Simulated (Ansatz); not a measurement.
The reference is BP in the zinc blende structure (space group F-43m, No. 216; a = 4.536 Å).

Method: r2SCAN (Ansatz, an electronic-structure program, PAW, no spin-orbit coupling), earlier PAW set.

For the base:

* **Gap between the host's bands**: 1.41 eV
* **Gap character**: indirect, Γ → a point along ⟨100⟩, about 1.1 Å⁻¹ from Γ

The change: hole doping at 2.0×10^21 cm⁻³ (0.0467 per cell), with a uniform compensating background at fixed cell and a 300 K Fermi–Dirac width.

**Question.** How does this affect the gap between the host's bands?

**Answer.** The gap between the host's bands goes up by 0.03 eV (1.41 eV → 1.44 eV).

**Question.** What happens to the Fermi level from band edge?

**Answer.** The Fermi level relative to the doped band's edge (positive inside the band; to 0.05 eV) comes out as +0.45 eV.

**Question.** What does the calculation give for the gap character after the change?

**Answer.** The gap character is still indirect, Γ → a point along ⟨100⟩, about 1.1 Å⁻¹ from Γ.

Carriers are added with a uniform compensating background; total energy and stress of such cells depend on the potential's zero and are not compared; many-body gap narrowing is missing at this level. Whether these cells are dynamically stable was not tested.
